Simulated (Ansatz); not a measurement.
Several settings converged on CaGe2Ru2 (I4/mmm, 5 atoms in the cell)

```yaml
crystal:
  lattice:
    - [-2.13697, 2.13697, 4.99934]
    - [2.13697, -2.13697, 4.99934]
    - [2.13697, 2.13697, -4.99934]
  atoms:
    - { symbol: Ca, position: [0.00000, 0.00000, 0.00000] }
    - { symbol: Ge, position: [0.36627, 0.36627, 0.00000] }
    - { symbol: Ge, position: [0.63373, 0.63373, 0.00000] }
    - { symbol: Ru, position: [0.75000, 0.25000, 0.50000] }
    - { symbol: Ru, position: [0.25000, 0.75000, 0.50000] }
```

Base method: LDA (PW92), default PAW files made with PBE (plane waves; Ansatz, a program for electronic structure).

Base settings: basis.ecutwfc = 30.9 Ry; kpoints.mp_grid.grid = 8 8 8; hamiltonian.xc = lda; hamiltonian.pseudopotentials = {kind: paw} (the program's default PAW files); scf.occupations.method = gaussian; scf.occupations.width = 0.0073 Ry.

Core times come from one kind of shared machine, to one figure; runs under 30 s give none.

**Zone-centre phonons against the cutoff**

In this ladder: phonons.method = dfpt.

The mesh stays at the base's, so the ladder's end is converged at best in this setting alone.

Frequencies are those of the unrelaxed cell, without the LO-TO term of polar crystals.

Only quantities that move along the ladder and can be compared are tabulated.

```csv
basis.ecutwfc,highest zone-centre frequency (cm⁻¹),lowest optical frequency (cm⁻¹),core time / last (rough)
15.4 Ry,312.7,-36.2,0.4
18.4 Ry,263.3,121.2,0.6
21.7 Ry,261.3,116.0,0.5
30.9 Ry,267.9,119.1,1
37.1 Ry,267.9,119.1,1
```

Coarsest basis.ecutwfc that holds the highest zone-centre frequency within 2 cm⁻¹ of the last step, with all finer ones: 30.9 Ry; the step before is off by 6.6 cm⁻¹.

Coarsest basis.ecutwfc that holds the lowest optical frequency within 1 cm⁻¹ of the last step, with all finer ones: 30.9 Ry; the step before is off by 3.1 cm⁻¹.

**The force threshold of a relaxation**

On CaGe₂Ru₂ (I4mm, 5 atoms in the cell): one atom moved by 0.15 angstrom.

In this ladder: relax = atoms.

The mesh stays at the base's, so the ladder's end is converged at best in this setting alone.

Only quantities that move along the ladder and can be compared are tabulated.

| relax.f_tol | free energy less the last step's (meV/atom) | largest force left (eV/Å) | relaxation steps | core time / last (rough) |
|---|---|---|---|---|
| 0.2 eV/Å | 0.73 | 0.1168 | 2 | 0.7 |
| 0.1 eV/Å | 0.00 | 0.0138 | 3 | 1 |
| 0.05 eV/Å | 0.00 | 0.0144 | 3 | 0.8 |
| 0.02 eV/Å | 0.00 | 0.0149 | 4 | 1.0 |
| 0.005 eV/Å | 0.00 | 0.0011 | 4 | 1 |
| 0.001 eV/Å | 0.00 | 0.0000 | 5 | 1 |

Coarsest relax.f_tol that holds the largest force left within 0.02 eV/Å of the last step, with all finer ones: 0.1 eV/Å; the step before is off by 0.12 eV/Å.

Coarsest relax.f_tol that holds the free energy within 0.05 meV/atom of the last step, with all finer ones: 0.1 eV/Å; the step before is off by 0.73 meV/atom.

On the base run: the starting cell comes from a database of computed structures (which also holds hypothetical and non-ambient phases and stackings), without a prior relaxation at this level. Its lattice was rescaled by up to half a per cent. Spin polarisation is off. In the base run, with a pressure of about -7 GPa the cell is away from its equilibrium volume at this level.

Keys are those of Ansatz 0.2.
